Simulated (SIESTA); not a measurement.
A short convergence ladder for Na₃BrO (P4mm, 5 atoms in the cell)

```
Na3BrO
1.0
    4.51046     0.00000     0.00000
    0.00000     4.51046     0.00000
    0.00000     0.00000     4.51046
Na Br O
3 1 1
Direct
  0.01108   0.50000   0.50000
  0.50000   0.00000   0.50000
  0.50000   0.50000   0.00000
  0.00000   0.00000   0.00000
  0.50000   0.50000   0.50000
```

Base method: GGA PBEsol, numerical atomic orbitals DZP, PseudoDojo PBEsol standard norm-conserving potentials (rewritten from UPF to PSML) (SIESTA 5.4.2).

Base settings: XC.functional = GGA; XC.authors = PBEsol; potentials = PseudoDojo PBEsol standard; PAO.BasisSize = DZP; PAO.EnergyShift = 0.005 Ry; MeshCutoff = 400 Ry; kgrid.MonkhorstPack = 3 3 3; OccupationFunction = FD; ElectronicTemperature = 20 meV; MaxSCFIterations = 150.

**The width of Fermi-Dirac smearing**

The mesh stays at the base's, so the ladder's end is converged at best in this setting alone.

Only quantities that move along the ladder and can be compared are tabulated.

| ElectronicTemperature | free energy less the last step's (meV/atom) | pressure (GPa) |
|---|---|---|
| 1000 meV | -156.14 | 2.64 |
| 500 meV | -12.73 | 0.60 |
| 200 meV | -0.15 | 0.23 |
| 100 meV | 0.00 | 0.22 |

Widest ElectronicTemperature that holds the free energy within 2 meV/atom of the last step, with all finer ones: 200 meV; the step before is off by 13 meV/atom.

Widest ElectronicTemperature that holds the pressure within 0.2 GPa of the last step, with all finer ones: 200 meV; the step before is off by 0.37 GPa.

On the base run: the starting cell comes from a database of computed structures (which also holds hypothetical and non-ambient phases and stackings), without a prior relaxation at this level. Its lattice was rescaled by up to half a per cent. One atom was moved a little off its site on purpose. Values carry the incompleteness of an atom-centred basis.
